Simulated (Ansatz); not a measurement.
Hypothetical ReO3 type LaBr3, response to strain

The parent structure is LaBr$_{3}$ in the ReO3 type structure (space group Pm-3m, No. 221; a hypothetical phase, not in the database extracts checked).

```
LaBr3
1.0
    5.80291     0.00000     0.00000
    0.00000     5.80291     0.00000
    0.00000     0.00000     5.80291
La Br
1 3
Direct
  0.00000   0.00000   0.00000
  0.50000   0.00000   0.00000
  0.00000   0.00000   0.50000
  0.00000   0.50000   0.00000
```

Cartesian axes are those of the cell as printed.

Strains are applied to the cell and any free atomic positions relax; under biaxial strain the out-of-plane vector relaxes too.

The values are results of DFT with PBEsol, PAW potentials and a 420 eV plane-wave cutoff in Ansatz (a quantum-chemistry and plane-wave program), spin-orbit coupling left out, not measurements.

Computed cases, in order: biaxial strain −1.71 %, plane normal [001], relaxed out of plane; biaxial strain −0.60 %, plane normal [001], relaxed out of plane; the unstrained base; biaxial strain +0.96 %, plane normal [001], relaxed out of plane; biaxial strain +3.00 %, plane normal [001], relaxed out of plane.

Q: Between which two neighbouring cases does the gap turn between direct and indirect?

A: Between the unstrained base (3.52 eV, indirect, R → Γ) and biaxial strain +0.96 %, plane normal [001], relaxed out of plane (3.48 eV, direct at A). The whole series: biaxial strain −1.71 %, plane normal [001], relaxed out of plane: 3.47 eV, indirect, A → Γ; biaxial strain −0.60 %, plane normal [001], relaxed out of plane: 3.50 eV, indirect, A → Γ; the unstrained base: 3.52 eV, indirect, R → Γ; biaxial strain +0.96 %, plane normal [001], relaxed out of plane: 3.48 eV, direct at A; biaxial strain +3.00 %, plane normal [001], relaxed out of plane: 3.24 eV, direct at A.

Gaps are Kohn–Sham eigenvalue differences; semilocal functionals usually give less than the measured gap. No phonon test of stability was made. k-point labels follow each cell's own Brillouin zone.
